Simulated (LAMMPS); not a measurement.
LAMMPS 22 Jul 2025, classical MD, Stillinger-Weber (CdTe.sw): CdTe, 31075 atoms.

```json
{
 "task": "MD, nve",
 "potential": "Stillinger-Weber, CdTe.sw",
 "copies_of_the_repeat_unit": "20×20×20",
 "shape (slab and sphere leave vacuum in the box)": "sphere",
 "temperature": "800 K",
 "steps": "800",
 "timestep": "1 fs",
 "neighbor_skin": "2 Å",
 "neigh_modify": "every 1 delay 0 check yes",
 "thermo": "100",
 "newton": "on (default)",
 "atom_modify sort (bins of 2 Å where set)": "1000 (default)",
 "comm_style": "brick (default)",
 "box": "259.2 × 259.2 × 259.2 Å, the particle off centre in vacuum",
 "start": "generated zinc blende lattice, warmed in an untimed run",
 "compared_values": "energy and forces of the first step, drift over the run"
}
```

It runs on a single node (Arm Neoverse V2, 96 cores on 1 socket, no SMT, 1 L3 cache group).

Each time is the median wall time of two to five repeats, run one at a time on the otherwise empty machine; start-up is included. Unless noted, each process is bound to its own block of adjacent cores. The times hold for this build (PyPI wheel: MPICH, OPENMP and OPT packages). Scratch files lie in a memory file system. A preparatory run goes ahead and isn't timed.

All on 64 ranks. The candidates, on 64 cores each, agree within 1.0 meV/atom in energy, 10 meV/Å in forces on 48 atoms, 0.20 meV an atom in drift of the total energy:
A. balance = none (default), processors = * * 1
B. balance = fix b all balance 200 1.1 shift xyz 10 1.05 weight time 0.8, processors = * * * (default)
C. balance = none (default), processors = 4 4 4
D. balance = none (default), processors = * * * (default)

Problem. Pick the fastest of these ways to run it.

Solution. B (balance = fix b all balance 200 1.1 shift xyz 10 1.05 weight time 0.8, processors = * * * (default)), 0.89 s. At the other end C takes 5.1× as long.

```csv
candidate,wall time,repeats,neighbour list builds
B,0.89 s,3 runs within 1 %,11
A,4.4 s,3 runs within 1 %,8
D,4.6 s,3 runs within 1 %,8
C,4.6 s,3 runs within 1 %,8
```

From the slowest to the fastest: The largest move is in other (Other): 3.7 s to 0.017 s. The slowest rank's pair time is 8.12 times the mean in the first run and 1.23 times in the second; the others wait. Launch, exit and the like take 0.22 s of the 0.89 s.
